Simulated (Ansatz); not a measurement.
# InP: strain along the normal

InP (zinc blende, F-43m, 25.763 Å³/atom at rest) under an equal strain ε in the (111) plane with the normal axis free, as in a coherent film. r2SCAN in Ansatz, a plane-wave DFT program (PAW, default set), 500 eV, 10×10×10 Γ-centred mesh, Fermi-Dirac smearing 0.05 eV; ions are relaxed within the symmetry of each cell.

Here s stands for strain and y for normal strain.

| strain (%) | normal strain (%) |
|---|---|
| -1.25 | 0.74 |
| -0.83 | 0.48 |
| -0.42 | 0.24 |
| 0.00 | 0.00 |
| 0.42 | -0.24 |
| 0.83 | -0.47 |
| 1.25 | -0.71 |
| 2.50 | ? |

### Question
Fit y against s with a straight line, and predict the withheld value at s = 2.50.

### Answer
Means: s 0, y 0.006. About the means, the sum of products is -2.8026 and the sum of squares of s is 4.8556; the slope is their ratio. Least squares gives y = 0.006 - 0.5772·s. Residuals (row less fit): 0.012, -0.005, -0.008, -0.006, -0.004, 0.003, 0.006; standard error 0.008 (degrees of freedom: 5). The slope, -0.58 ± 0.00, is the elastic response of the normal axis. At the withheld row, y = 0.006 - 0.5772 × 2.50 = -1.437%. The calculation gives -1.39%, 0.047% above the prediction (2.2 % of the range of y in the table). The row lies outside the fitted rows, so this is an extrapolation. From the scatter of the fitted rows alone, a prediction at this place has a standard error of 0.013%, so the miss is 3.6 times that.

One order more, fitted to all 13 runs of the series, follows each within 0.01, so the miss is the next term of a smooth law. Rows are the converged runs of the series near zero and its far end; series whose fitted rows scatter by over a few per cent of the range, as at a crossing or softening among them, aren't shown in this form. Most that stay on the fit to the last digits aren't either.
